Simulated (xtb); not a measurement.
xtb 6.7.1, GFN1-xTB: Hf(Cl)2(NMe2)(OSiH3) (C[N](C)[Hf]([Cl])([Cl])[O][SiH3]), 17 atoms. The geometry is a generated start, not checked to be a minimum at this level.

| Quantity | Value |
|---|---|
| method | GFN1-xTB |
| --acc | 1 (default) |
| --etemp (K) | 300 (default) |
| detailed input (--input) | none: ANC optimiser, Lindh (1995) Hessian, microcycle=20, maxdispl=1.0, hlow=0.01 (default) |
| basis functions | 74 |
| valence electrons | 50 |

```xyz
17

Hf     0.4298     0.6737     1.2231
Cl     0.3177     2.7336     2.1687
Cl     0.9928    -0.8743     2.7840
N     -1.3716     0.2839     0.5132
C     -1.3816    -1.0210    -0.1472
C     -1.6975     1.3398    -0.4497
H     -2.3992    -1.2741    -0.4719
H     -0.7273    -1.0291    -1.0376
H     -1.0490    -1.7860     0.5646
H     -0.9854     1.3483    -1.2979
H     -2.7063     1.1865    -0.8535
H     -1.6765     2.3101     0.0600
O      1.5927     0.4738    -0.2392
Si     2.4824    -0.8145    -0.6127
H      3.7069    -0.8098     0.1969
H      2.7750    -0.6986    -2.0399
H      1.6969    -2.0424    -0.3609
```

Charge 0 and multiplicity 1 are set for this test and not shown to be the ground state.

The structure is relaxed from this start with --opt LEVEL for the levels crude, sloppy, loose, lax, normal, tight, vtight, extreme, once each. Up to the end of the extreme run atoms move by at most 0.90 Å along an axis.

What is the loosest level that ends within 1 meV of the extreme run, and how many cycles does it take?

normal: 41 cycles against 55, ending 0.27 meV above.

```json
[
 {"level": "crude", "cycles": "4", "energy above the extreme run (meV)": "42", "gradient norm (eV/Å)": "0.21"},
 {"level": "sloppy", "cycles": "8", "energy above the extreme run (meV)": "28", "gradient norm (eV/Å)": "0.14"},
 {"level": "loose", "cycles": "10", "energy above the extreme run (meV)": "25", "gradient norm (eV/Å)": "0.17"},
 {"level": "lax", "cycles": "30", "energy above the extreme run (meV)": "5.7", "gradient norm (eV/Å)": "0.073"},
 {"level": "normal", "cycles": "41", "energy above the extreme run (meV)": "0.27", "gradient norm (eV/Å)": "0.031"},
 {"level": "tight", "cycles": "44", "energy above the extreme run (meV)": "0.11", "gradient norm (eV/Å)": "0.019"},
 {"level": "vtight", "cycles": "54", "energy above the extreme run (meV)": "under 0.01", "gradient norm (eV/Å)": "0.0016"},
 {"level": "extreme", "cycles": "55", "energy above the extreme run (meV)": "—", "gradient norm (eV/Å)": "0.0015"}
]
```
